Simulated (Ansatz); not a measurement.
Defect migration in monoclinic HfO2 strained by -1.5 % along x and y, z held: O vacancy, neutral cell. Calculation: PBE, PAW (plane waves to 420 eV; Ansatz, a first-principles code).

Settings: 96 host sites, the strained lattice (strain from the relaxed PBE one, atoms relaxed), the Γ point alone, smearing 0.01 eV, spin-restricted, no image-charge correction. Static, classical nuclei. Spin-orbit coupling is left out. The charge state is imposed; whether it is stable for some Fermi level was not computed. Forms of the defect that were not tried may lie lower. The start lies 0.097 eV above the lowest site run (PBE).

Barriers: single points on a 2×2×2 k-point mesh shifted by half a step at the bands' geometries (they differ from the bands' own by up to 0.14 eV, and are uncertain by about as much).

The step: a nearby O atom hops onto the vacant site. Atoms about the jump, Cartesian Å from the middle of the jump, before and after:

```json
[
 {"atom": "O1", "x0": "1.11", "y0": "0.23", "z0": "0.45", "x1": "-1.11", "y1": "-0.23", "z1": "-0.45"},
 {"atom": "Hf2", "x0": "-0.01", "y0": "1.20", "z0": "-1.15", "x1": "0.04", "y1": "1.25", "z1": "-1.18"},
 {"atom": "Hf3", "x0": "-0.41", "y0": "-0.87", "z0": "1.45", "x1": "-0.38", "y1": "-0.86", "z1": "1.45"},
 {"atom": "Hf4", "x0": "2.23", "y0": "-1.32", "z0": "-0.76", "x1": "2.24", "y1": "-1.30", "z1": "-0.75"},
 {"atom": "O5", "x0": "0.67", "y0": "-2.42", "z0": "0.23", "x1": "0.67", "y1": "-2.39", "z1": "0.23"},
 {"atom": "O6", "x0": "1.60", "y0": "0.15", "z0": "-2.16", "x1": "1.62", "y1": "0.17", "z1": "-2.13"},
 {"atom": "O7", "x0": "-1.57", "y0": "0.60", "z0": "2.17", "x1": "-1.58", "y1": "0.60", "z1": "2.18"},
 {"atom": "O8", "x0": "0.65", "y0": "2.71", "z0": "0.23", "x1": "0.69", "y1": "2.66", "z1": "0.24"},
 {"atom": "O9", "x0": "-2.09", "y0": "-1.94", "z0": "1.12", "x1": "-2.10", "y1": "-1.98", "z1": "1.13"},
 {"atom": "O10", "x0": "-0.74", "y0": "0.54", "z0": "-3.02", "x1": "-0.70", "y1": "0.60", "z1": "-3.10"},
 {"atom": "O11", "x0": "0.74", "y0": "0.16", "z0": "3.12", "x1": "0.75", "y1": "0.15", "z1": "3.07"},
 {"atom": "Hf12", "x0": "1.78", "y0": "1.70", "z0": "1.89", "x1": "1.78", "y1": "1.68", "z1": "1.87"}
]
```

Task: Where do these atoms stand at the saddle point, and how high is it?

Result: 
```csv
atom,x,y,z
O1,0.07,-0.17,-0.07
Hf2,0.14,1.38,-1.29
Hf3,-0.53,-1.03,1.59
Hf4,2.11,-1.22,-0.68
O5,0.63,-2.52,0.35
O6,1.69,0.17,-2.28
O7,-1.62,0.57,2.18
O8,0.56,2.73,0.28
O9,-2.20,-1.95,1.10
O10,-0.73,0.55,-3.04
O11,0.75,0.12,3.00
Hf12,1.78,1.69,1.83
```
It lies 2.48 eV above the start and 2.58 eV above the end. The saddle point's order was not checked.
